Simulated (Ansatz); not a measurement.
Input:

```xyz
12
Lattice="3.0790 0.0000 0.0000 -1.5395 2.6665 0.0000 0.0000 0.0000 14.6494" Properties=species:S:1:pos:R:3 pbc="T T T"
Si     0.0000     0.0000    14.6550
Si     0.0000     0.0000     7.3304
Si     1.5395     0.8888    12.2146
Si     0.0000     1.7776     4.8899
Si     1.5395     0.8888     2.4507
Si     0.0000     1.7776     9.7754
C      0.0000     0.0000    12.8002
C      0.0000     0.0000     5.4755
C      1.5395     0.8888    10.3641
C      0.0000     1.7776     3.0394
C      1.5395     0.8888     0.6002
C      0.0000     1.7776     7.9249
```

No spin polarisation.

The values are results of PBEsol (Ansatz, a quantum-chemistry and plane-wave program, PAW, no spin-orbit coupling), earlier PAW set, not measurements. Γ-centred 10×10×2 mesh, Fermi–Dirac width 0.05 eV.

Question: Predict the stress and space group.

Answer: The stress (xx, yy, zz, yz, xz, xy; compression positive) comes out as (2.15, 2.15, 17.54, 0.00, 0.00, 0.00) GPa and the space group is P6_3mc (No. 186).

The cells carry an imposed strain or load. Whether these cells are dynamically stable was not tested. The cell was made from SiC (space group P6_3mc, No. 186) by this change: uniaxial strain ε_zz = −3.03 %.
